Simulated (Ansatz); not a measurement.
The parent structure is AgCl in the rock salt structure (space group Fm-3m, No. 225; a = 5.545 Å).

Computed with r2SCAN (Ansatz, a first-principles code, PAW, spin-orbit coupling left out).

One change was made to it. Results:

| quantity | base | after |
|---|---|---|
| smallest direct gap | 3.57 eV | 3.77 eV |
| density | 5.58 g/cm³ | 7.42 g/cm³ |
| electron mass | 0.29 mₑ (at Γ) | 0.28 mₑ (at Γ) |

### Question
Name the change that was made.
(A) pressure 9 GPa
(B) pressure 60 GPa
(C) pressure 4.2 GPa
(D) pressure 30 GPa
(E) pressure −2 GPa

### Answer
D, pressure 30 GPa. For comparison, the smallest direct gap in the other runs: pressure 9 GPa gives 4.09 eV; pressure 4.2 GPa gives 3.84 eV; pressure 60 GPa gives 3.16 eV; pressure −2 GPa gives 3.42 eV.

Load acts through the strain it causes; cell and atoms are relaxed under it. Masses are band curvatures over ±0.01 Å⁻¹ around the edge. Whether these cells are dynamically stable was not tested. No other phases were tried under pressure.
